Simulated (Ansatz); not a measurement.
## A self-consistent single point of Pt (Fm-3m, 1 atom in the cell) with Ansatz

Method of the run: PBEsol, default PAW files made with PBE (plane waves; Ansatz, an electronic-structure program).

This input was run:

Ansatz 0.2 input:
```yaml
crystal:
  lattice:
    - [0.000000, 1.954120, 1.954120]
    - [1.954120, 0.000000, 1.954120]
    - [1.954120, 1.954120, 0.000000]
  atoms:
    - { symbol: Pt, position: [0.000000, 0.000000, 0.000000] }
basis:
  ecutwfc: 420.0
kpoints:
  mp_grid: { grid: [14, 14, 14] }
hamiltonian:
  xc: pbesol
  pseudopotentials: { kind: paw }
scf:
  occupations: { method: gaussian, width: 0.1 }
output:
  forces: true
  eigenvalues: true
  stress: true
```

Output, abridged:

```
WARN ansatz: RAYON_NUM_THREADS=1 ignored (pool sized by the plan → 1); use --threads N
Pseudopotentials: kind: paw
Pseudopotential: Pt, paw, valence charge 18
Crystal: 1 atoms, lattice volume = 14.924 Å³
Basis set: ecut = 420 eV, 283 PW (Γ), exchange–correlation on 40×40×40 points (8 copies of the dense FFT grid, shifted against one another)
Bands: 13, of which v1, the nominal top of the filled ones, is band 9 counted from 1 (8 counted from 0)
Symmetry: 48 space group operations
Space group: Fm-3m (ITA 225), of the structure as read, at distance tolerance 2.5e-5 Å
k-points: 104 of 2744
PAW frozen core: Pt, regenerated for the run's functional, and the local potential with it
Initial density: superposition of atomic densities (neutral atoms: chi_scale 0, normalization atom), corrected by the library's trained network
Initial wavefunctions: pseudopotential atomic-orbital guess
Eigensolver: davidson
Functional: x = pbesol(κ = 0.804, μ = 0.12345679012345678), c = pbesol(β = 0.046)
SCF iter   1: F=—  HF=-12383.832390 eV  |F-HF|=—  |Δ(HF+E_count)|=         —  Δρ=6.83e-3  dr2=5.01e-3  ethr=1.77e-3  ⟨swp⟩=5.0  Hψ=7485  notcnv=0
all-band conjugate gradients solve this SCF's bands
preconditioner: auto → none
SCF iter   2: F=—  HF=-12383.830875 eV  |F-HF|=—  |Δ(HF+E_count)|=   1.52e-3  Δρ=3.25e-3  dr2=1.05e-3  ethr=2.78e-5  ⟨swp⟩=1.3  Hψ=2290  notcnv=0
SCF iter   3: F=—  HF=-12383.830632 eV  |F-HF|=—  |Δ(HF+E_count)|=   2.43e-4  Δρ=3.78e-4  dr2=9.85e-6  ethr=5.81e-6  ⟨swp⟩=2.0  Hψ=1840  notcnv=0
SCF iter   4: F=—  HF=-12383.830639 eV  |F-HF|=—  |Δ(HF+E_count)|=   7.26e-6  Δρ=7.95e-5  dr2=2.74e-7  ethr=5.47e-8  ⟨swp⟩=2.5  Hψ=2208  notcnv=0
iter 5 did not close the SCF: its close was put off for the readings that it lacked (scf_convergence_deferred on its scf_iter line)
SCF iter   5: F=-12383.830639 eV  HF=-12383.830639 eV  |F-HF|=4.95e-9  |Δ(HF+E_count)|=   1.21e-7  Δρ=9.13e-6  dr2=8.62e-9  ethr=1.52e-9  ⟨swp⟩=2.0  Hψ=2136  notcnv=0
SCF iter   6: F=-12383.830639 eV  HF=-12383.830639 eV  |F-HF|=5.46e-12  |Δ(HF+E_count)|=   1.83e-9  Δρ=6.51e-7  dr2=1.57e-11  ethr=4.79e-11  ⟨swp⟩=2.1  Hψ=4212  notcnv=0
SCF 1 converged in 6 iterations: F = -12383.830639 eV  dr2 = 1.57e-11
SCF converged after 6 iterations
Free energy (F): -12383.830639 eV
Harris-Foulkes:  -12383.830639 eV  (|F-HF|=5.46e-12)
Internal energy: -12383.822690 eV  (E = F + TS)
E sigma→0 (E₀):  -12383.826664 eV
Entropy (-TS):   -0.007949 eV (-7.949 meV/atom)
Fermi energy:    23.545424 eV
--- Per-component energies (eV) ---
  E_band       = -126.865544
  E_kinetic    = 638.379822
  E_local      = -1449.316000  (includes V_loc(G=0)·N_el)
  E_nonlocal   = 202.919570
  E_hartree    = 537.463315
  E_xc         = -260.618320
  E_vxc        = -302.780666  (∫ρ·V_xc dr)
  E_paw        = -9316.334817  (= ΣΔE_a)
  E_vpaw       = -290.994994  (= ΣTr[D̂ρ^β])
  E_aug_tail   = 0.000173  (compensation charges beyond the density's cutoff)
  E_ewald      = -2736.603414
  E_core_change = 0.286981  (= ΣΔE_core)
  E_smearing   = -0.007949  (= −TS)
  E_closure    = 0.000000  (closes the sum)
  Σ components = -12383.830639   (vs F -12383.830639, Δ=0.00e0)
--- Forces (eV/Å), atoms counted from 1 ---
  atom   1  Pt    -0.00000000     0.00000000    -0.00000000
  max |Σ_I F_I| component: 5.75e-32 eV/Å
--- Stress (GPa, compression-positive) ---
        2.090623       0.000000      -0.000000
       -0.000000       2.090623      -0.000000
       -0.000000       0.000000       2.090623
  P = ⅓ Tr σ = 2.0906 GPa (20.906 kbar)
  The stress holds the Pulay correction. Without it, at fixed plane waves, as pw.x and ABINIT print it: P = 2.0254 GPa
--- Band table (eV; the first three rows and the last of 104) ---
  k-point 0: bands = ["-75.0416", "-28.9837", "-28.9837", "-28.9837", "13.1325", "19.6721", "19.6721", "19.6721", "21.8956", "21.8956", "38.0868", "43.0813", "43.0813"]
  k-point 1: bands = ["-75.0399", "-29.0088", "-28.9873", "-28.9873", "13.3405", "19.5791", "19.7547", "19.7547", "21.8496", "21.8496", "38.4083", "42.0523", "43.3986"]
  k-point 2: bands = ["-75.0350", "-29.0788", "-28.9974", "-28.9974", "13.9308", "19.3671", "19.9471", "19.9471", "21.7810", "21.7810", "39.2182", "40.1229", "44.3022"]
  k-point 103: bands = ["-74.9949", "-29.3434", "-29.2807", "-29.1736", "17.6491", "18.3361", "19.5066", "21.6415", "24.0661", "30.7509", "30.9138", "32.6764", "35.6494"]
```

The run converged in 6 iterations.

The starting cell has typed, rounded lattice constants, without a prior relaxation at this level. Its lattice was rescaled by up to half a per cent. Spin-orbit coupling is off. Spin polarisation is off. Ansatz's pressure includes its estimate of the finite-basis (Pulay) stress.
